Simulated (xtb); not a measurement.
xtb 6.7.1, GFN2-xTB: Zn(F)(k2OAc) (CC1[O][Zn]([F])<-[O]=1), 9 atoms. The geometry is a generated start, not checked to be a minimum at this level.

```
Quantity                                                                                                       Result
------------------------  -------------------------------------------------------------------------------------------
method                                                                                                       GFN2-xTB
--acc                                                                                                     1 (default)
--etemp (K)                                                                                             300 (default)
detailed input (--input)  none: ANC optimiser, Lindh (1995) Hessian, microcycle=20, maxdispl=1.0, hlow=0.01 (default)
basis functions                                                                                                    27
valence electrons                                                                                                  32
```

```xyz
9

Zn    -0.9052     1.9187    -0.6466
F     -1.3124     3.5376    -1.0028
C      0.5949    -1.3576     0.4306
C     -0.0003    -0.0496     0.0062
O     -0.7879     0.5671     0.7642
O      0.2588     0.4300    -1.1250
H      1.5373    -1.5209    -0.0798
H      0.7152    -1.3782     1.5093
H     -0.1005    -2.1472     0.1440
```

Charge 0 and multiplicity 1 are set for this test and not shown to be the ground state.

The structure is relaxed from this start with --opt LEVEL for the levels crude, sloppy, loose, lax, normal, tight, vtight, extreme, once each. Up to the end of the extreme run atoms move by at most 0.87 Å along an axis.

Question: Which level is enough to come within 20 meV of the tightest end point?

Answer: lax: 17 cycles against 24, ending 0.11 meV above.

```
level    cycles  energy above the extreme run (meV)  gradient norm (eV/Å)
-------  ------  ----------------------------------  --------------------
crude         1                                  84                  0.16
sloppy        1                                  84                  0.16
loose         1                                  84                  0.16
lax          17                                0.11                 0.055
normal       18                               0.052                 0.051
tight        19                               0.029                 0.029
vtight       22                          under 0.01                0.0058
extreme      24                                   —                0.0021
```
